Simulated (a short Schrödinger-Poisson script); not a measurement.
Structure: MOS inversion layer, SiO2 on p-type Si(100), at 300 K.

From the gate side: 1.3 nm SiO2; 860 nm Si, acceptors 2.5e17 cm⁻³.

Constants are typed, rounded textbook-type inputs, not results; the design itself was drawn at random and stands for no fabricated device. SiO2: permittivity 3.9, conduction-band edge (eV) 3.15, gap (eV) 9, electron mass (mₑ) 0.5. Si: permittivity 11.7, conduction-band edge (eV) 0, gap (eV) 1.124, Nv at 300 K (cm⁻³) 3.1e19.

Channel valleys (confinement mass, in-plane density-of-states mass, number): Δ2 0.916, 0.19, 2; Δ4 0.19, 0.417, 4. At the gate the conduction-band edge of layer 1 lies 3.26 eV − eVg above the Fermi level of the channel; the field vanishes at the back. Gaps are held at their typed values at every temperature. Mesh 0.03 nm at interfaces.

From a short Schrödinger-Poisson script (our own, NumPy): 1D Poisson equation in equilibrium, electrons quantum, Hartree (BenDaniel-Duke, 12 states a valley, the channel's in-plane mass for all, wave functions ending at the dielectric), parabolic valleys, classical holes, full ionisation, no traps, pinning or gate leakage.

```tsv
Vg (V)	electrons (cm⁻²)	C (μF/cm²)	Δ2 E0 (meV from the Fermi level)	Δ4 E0 (meV from the Fermi level)
0.05	1.24e9	0.157	226.7	273.1
0.1	7.04e9	0.182	181.3	228.6
0.15	3.73e10	0.318	137.6	186.0
0.2	1.53e11	0.686	100.2	150.2
0.25	4.11e11	1.10	73.4	125.6
0.3	7.86e11	1.37	55.0	109.9
0.35	1.23e12	1.54	41.6	99.3
0.4	1.73e12	1.64	31.1	91.7
0.45	2.25e12	1.72	22.4	85.9
0.5	2.79e12	1.78	14.9	81.3
0.55	3.35e12	1.82	8.2	77.4
0.6	3.93e12	1.86	2.2	74.1
0.65	4.51e12	1.89	-3.3	71.2
0.7	5.10e12	1.91	-8.4	68.7
0.75	5.70e12	1.94	-13.3	66.4
0.8	6.31e12	1.95	-17.9	64.3
0.85	6.92e12	1.97	-22.3	62.4
0.9	7.54e12	1.99	-26.5	60.5
```

Gate voltages with under 1e9 electrons/cm² are left out.

Task: At Vg = 0.9 V the lowest Δ2 subband lies at -26.5 meV from the Fermi level. How many electrons does it hold, and what share of all?

Result: The two-dimensional density of states is g m/(πħ²) = 1.59e11 cm⁻² meV⁻¹ (both spins), kT = 25.9 meV, so n = D kT ln(1 + exp(−E/kT)) = 5.46e12 cm⁻², 0.72 of the 7.54e12 cm⁻² in all.

Task: Compare the slope of the sheet density between 0.8 and 0.9 V with the geometric capacitance of the layers between gate and channel.

Result: q Δn/ΔV = 1.97 μF/cm²; ε0/Σ(t/ε) = 2.66 μF/cm². The ratio is 0.74: the channel acts as a further capacitance in series.
